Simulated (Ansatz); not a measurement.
## H2O on the 1x1 (0001) surface of hcp Ti, one in a 2x2 cell, started at the site 'bridge Ti-Ti (span 2.9 Å)'

Computed with r2SCAN, at the PBE geometry (plane waves to 500 eV, PAW; Ansatz, a quantum-chemistry and plane-wave program).

Set-up: 19 atoms, 6.8 Å thick at the start under the adsorbate (thin: gaps and levels are the slab's own); mesh 6x6x1; 0.1 eV smearing; dipole correction on; single point; no symmetry held, on the structure that PBE left; no spin, no spin-orbit, no U, no dispersion correction. At the end it is bonded to 2 Ti. In PBE it is, or lies within 0.03 eV of, the lowest of the starts that converged; the order may differ at this level.

The adsorption energy against H2O(g) at the same level is -0.91 eV, the work function of the top face is 2.88 eV and the change of the work function is -1.64 eV. The change of the step from the bottom to the top vacuum level, against the clean slab comes out as -1.62 eV and the height of the binding atom over the mean of the host atoms within 0.3 Å of the top one is 184.1 pm. The nearest host atoms of the binding atom comes out as Ti at 2.31 Å, Ti at 2.32 Å, Ti at 3.31 Å. The cost comes out as very roughly 7 core-minutes.

A negative adsorption energy means that the adsorbate is more stable on the surface than in its reference.
